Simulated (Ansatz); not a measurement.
System: HfO2 (model structure, started from the CdI2 type, P-3m1, No. 164, 3 atoms in the cell). Method: LDA (plane waves, PAW; Ansatz, a quantum-chemistry and plane-wave program).

Run with plane-wave cutoff 520 eV, 12×12×8 k mesh (along the axes of the cell as run), Fermi–Dirac smearing 0.01 eV, scalar-relativistic PAW data made under PBE.

Cell (relaxed at this level):

```cif
data_HfO2
_chemical_formula_sum 'Hf1 O2'
_space_group_name_H-M_alt 'P 1'
_space_group_IT_number 1
_cell_length_a 3.19697
_cell_length_b 3.19697
_cell_length_c 4.57163
_cell_angle_alpha 90.000
_cell_angle_beta 90.000
_cell_angle_gamma 120.000
loop_
_space_group_symop_operation_xyz
  'x, y, z'
loop_
_atom_site_label
_atom_site_type_symbol
_atom_site_fract_x
_atom_site_fract_y
_atom_site_fract_z
_atom_site_occupancy
Hf1 Hf 0.00000 0.00000 0.00000 1
O1 O 0.33333 0.66667 0.20876 1
O2 O 0.66667 0.33333 0.79124 1
```

Predict the band gap, Γ–Γ gap and bulk modulus.


band gap: 4.43 eV (on the SCF k mesh)
Γ–Γ gap: 5.20 eV
bulk modulus: 24.3 GPa

Note: the bulk modulus is −V dP/dV from two relaxed cells at ±2 % in volume; the relaxation could raise the start's symmetry but not lower it, so the cell can be a saddle point.

Spin–orbit coupling is not included.

Static lattice: no zero-point or thermal effects.

A model structure was made by putting elements into a prototype or built by hand; it is no filed structure, need not be a known phase, and can be a saddle point held by its symmetry.
